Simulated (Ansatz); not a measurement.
Candidates (primitive cells; geometry: relaxed with this functional, without spin-orbit coupling):
A. NaAu2 (Fd-3m), a = 5.5139 Å, b = 5.5139 Å, c = 5.5139 Å, α = 60.00°, β = 60.00°, γ = 60.00°
B. Be$_{2}$Ag (Fd-3m), a = 4.4842 Å, b = 4.4842 Å, c = 4.4842 Å, α = 60.00°, β = 60.00°, γ = 60.00°
C. HfW₂ (Fd-3m), a = b = c = 5.333 Å, α = β = γ = 60.00°

Question: Rank these by logarithmic mean phonon energy (highest first), as PBEsol, DFPT electron-phonon coupling, linearised Boltzmann equation (Ansatz, a quantum-chemistry and plane-wave program) gives it.

Answer: B (32 meV), C (16.4 meV), A (8.2 meV)

Metals; harmonic phonons. Halving the electron mesh moves these values by up to 5 %; q meshes are mostly untested. Some of the runs warned that the eigensolver left states short of its tolerance. Spin-orbit coupling is left out.

Formula and space group known from diffraction (Crystallography Open Database), not checked to be the room-temperature form: Be2Ag (Fd-3m), HfW2 (Fd-3m), NaAu2 (Fd-3m). The missing spin-orbit coupling matters most for HfW2 (Fd-3m), NaAu2 (Fd-3m).
